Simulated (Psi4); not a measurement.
Psi4 1.11, HF/cc-pvdz, scf_type pk: C[SiH](C)N[SiH2]Cl, 16 atoms. The geometry is a generated start, not checked to be a minimum at this level.

```yaml
task: energy
method: scf
basis: cc-pvdz
scf_type: pk
guess: auto, which took SAD (default)
diis_max_vecs: 10 (default)
scf_initial_accelerator: adiis (default)
e_convergence: 1e-06 (default)
d_convergence: 1e-06 (default)
basis_functions: 146
```

On 4 threads. Build: conda-forge: OpenMP (LLVM), MKL, Libint2. Single runs; times are not shown.

Values of memory tried: 8 GB, 4 GB, 2 GB, 1 GB, 0.5 GB, 0.3 GB.

### Question
How low can the memory setting go, and what changes on the way?

### Answer
It runs down to 0.3 GB, the lowest tried, with the same result. At 8 GB: SCF: PK in core. From 1 GB down: SCF: PK on disk.

| memory | path | peak memory |
|---|---|---|
| 8 GB | SCF: PK in core | 1.3 GiB |
| 4 GB | SCF: PK in core | 1.3 GiB |
| 2 GB | SCF: PK in core | 1.3 GiB |
| 1 GB | SCF: PK on disk | 1.1 GiB |
| 0.5 GB | SCF: PK on disk | 0.77 GiB |
| 0.3 GB | SCF: PK on disk | 0.64 GiB |

Peak memory is the kernel's count for the largest process, libraries included and scratch files not. The peak passes the setting at 1 GB, 0.5 GB, 0.3 GB: it is no hard cap.
